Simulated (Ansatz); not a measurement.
## Response to strain in AlN

The parent structure is AlN in the zinc blende structure (space group F-43m, No. 216; a = 4.378 Å). Axes: x, y, z lie along the cube axes.

Strains are applied to the cell and any free atomic positions relax; under biaxial strain the out-of-plane vector relaxes too.

Computed with PBEsol (Ansatz, a first-principles code), no SOC.

| biaxial strain, plane normal [001], relaxed out of plane (%) | out-of-plane strain (%) |
|---|---|
| 0 | 0.00 |
| 0.5 | -0.56 |
| 1 | -1.13 |
| 1.5 | -1.72 |
| 2 | -2.32 |
| 2.5 | ? |
| 3 | -3.58 |

**Question.** Fit ε⊥ = −νε + γε² (strains in %) to the rows shown and predict the withheld row.

**Answer.** Least squares on the printed values gives ν = 1.10 (the biaxial Poisson response) and γ = -0.031 (largest residual 0.00 %); this predicts -2.94 %, and the run gives -2.95 %, in agreement.

Whether these cells are dynamically stable was not tested. This is not the structure that AlN has at room temperature and ambient pressure.
